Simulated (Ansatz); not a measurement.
Fluorite AuAl₂ was calculated with rVV10 (Ansatz, an electronic-structure program, plane waves, PAW).

Numerical settings: plane-wave cutoff 500 eV, 16×16×16 k mesh, Fermi–Dirac smearing 0.1 eV, scalar-relativistic PAW data made under PBE.

Computed at the level's own relaxed cell.

**Question.** Estimate the equilibrium volume per atom and lattice constant a that the calculation returns.

**Answer.** 
- equilibrium volume per atom = 18.92 Å³/atom
- lattice constant a = 6.100 Å

Spin–orbit coupling is not included; it can shift volumes and moduli of such heavy elements.

The computed numbers hold no vibrational or temperature effects.
